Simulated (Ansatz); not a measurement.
AlN (model structure, started from the HgO type, Fm-3m, No. 225, 6 atoms in the cell; like a known high-pressure phase), treated with LDA (PAW; Ansatz, a quantum-chemistry and plane-wave program).

Settings: plane-wave cutoff 520 eV, 12×12×4 k mesh (along the axes of the cell as run), Fermi–Dirac smearing 0.01 eV, scalar-relativistic PAW data made under PBE.

Cell (relaxed at this level):

```cif
data_Al4N4
_chemical_formula_sum 'Al4 N4'
_space_group_name_H-M_alt 'Fm-3m'
_space_group_IT_number 225
_space_group_name_Hall '-F 4 2 3'
_cell_length_a 4.01105
_cell_length_b 4.01105
_cell_length_c 4.01105
_cell_angle_alpha 90.000
_cell_angle_beta 90.000
_cell_angle_gamma 90.000
loop_
_atom_site_label
_atom_site_type_symbol
_atom_site_symmetry_multiplicity
_atom_site_Wyckoff_symbol
_atom_site_fract_x
_atom_site_fract_y
_atom_site_fract_z
_atom_site_occupancy
Al1 Al 4 b 0.50000 0.50000 0.50000 1
N1 N 4 a 0.00000 0.00000 0.00000 1
```
(The calculation used a cell of 6 atoms; values per cell refer to that cell.)

Q: Predict the band gap and bulk modulus.

A: 
- band gap: 4.71 eV (on the SCF k mesh)
- bulk modulus: 277 GPa

Note: the bulk modulus is −V dP/dV from two relaxed cells at ±2 % in volume.

The computed numbers hold no vibrational or temperature effects.

A model structure was made by putting elements into a prototype or built by hand; it is no filed structure, need not be a known phase, and can be a saddle point held by its symmetry.
